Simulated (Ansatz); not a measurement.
Take Sc in the hcp (Mg type) structure (space group P6_3/mmc, No. 194; a = 3.3180 Å, c = 5.1860 Å; relaxed with 0.1 eV smearing) as the base. Axes: x lies along a and z along c of the hexagonal cell.

Level of theory: PBE in Ansatz (plane waves to 420 eV, PAW, spin-orbit coupling left out), earlier PAW set.

Modification: the cell is stretched by 4.76 % along z with no lateral relaxation, atoms relaxed at fixed cell.

Predict the stress tensor and what it implies for the stiffness.

Stress of the strained cell less that of the base (GPa, compression positive):
```
   -1.2     0.0     0.0
    0.0    -1.2     0.0
    0.0     0.0    -4.1
```

Then −Δσ_ii/ε with ε = 0.0476 gives secant stiffness values (nonlinear terms included at this strain): C33 ≈ 87 GPa, C13 ≈ 26 GPa and C23 ≈ 26 GPa.

As a check, the harmonic strain energy −½ V₀ Δσ:ε is 15 meV/atom; the computed energy rise is 16 meV/atom.

Whether these cells are dynamically stable was not tested. All final runs are without spin polarisation.

Ansatz is an electronic-structure program.
